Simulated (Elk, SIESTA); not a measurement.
An Elk input for a self-consistent single point of Cs (Im-3m, 1 atom in the cell) (DFT, PBE, all-electron FP-LAPW, Elk's shipped species files, APW+lo basis with extra local orbitals):

```
tasks
  0

xctype
  20

rgkmax
  8.0

gmaxvr
  14.0

nxlo
  2

lorbcnd
  .true.

lmaxi
  3

stype
  3

swidth
  0.00499791

scale
  1.889726125

avec
   -2.9943800000    2.9943800000    2.9943800000
    2.9943800000   -2.9943800000    2.9943800000
    2.9943800000    2.9943800000   -2.9943800000

sppath
  'species/'

atoms
  1   : nspecies
  'Cs.in'   : spfname
  1   : natoms; atposl, bfcmt below
  0.0000000000  0.0000000000  0.0000000000    0.0 0.0 0.0

ngridk
  5 5 5
```

Task: Write the same calculation as an input for SIESTA.

Result: One input that does it (others would too):

```
# files in the folder: Cs.psml (PseudoDojo PBE standard)
SystemName  Cs
SystemLabel cs

NumberOfAtoms                1
NumberOfSpecies              1
%block ChemicalSpeciesLabel
  1 55 Cs
%endblock ChemicalSpeciesLabel
LatticeConstant              1.0 Ang
%block LatticeVectors
    -2.994380000    2.994380000    2.994380000
     2.994380000   -2.994380000    2.994380000
     2.994380000    2.994380000   -2.994380000
%endblock LatticeVectors
AtomicCoordinatesFormat      Ang
%block AtomicCoordinatesAndAtomicSpecies
     0.000000000    0.000000000    0.000000000  1
%endblock AtomicCoordinatesAndAtomicSpecies

XC.functional                GGA
XC.authors                   PBE
PAO.BasisSize                DZP
PAO.EnergyShift              0.01 Ry
MeshCutoff                   400 Ry
%block kgrid.MonkhorstPack
    5   0   0  0.0
    0   5   0  0.0
    0   0   5  0.0
%endblock kgrid.MonkhorstPack
OccupationFunction           FD
ElectronicTemperature        1578.21 K

MaxSCFIterations             150
SCF.Mixer.Method             Pulay
SCF.Mixer.Weight             0.25
SCF.Mixer.History            8
SCF.DM.Tolerance             1.0E-05
Diag.ParallelOverK           true
WriteForces                  true
Charge.Mulliken              end
```

Basis, cutoffs, solver keys and any potentials are the target program's own. This input uses DFT, GGA PBE, numerical atomic orbitals DZP, PseudoDojo PBE standard norm-conserving potentials (rewritten from UPF to PSML).

The starting cell has typed, rounded lattice constants, without a prior relaxation at this level. Its lattice was rescaled by a random factor within 2.5 % of one. For this run, on top of that: lattice scaled by 0.98.
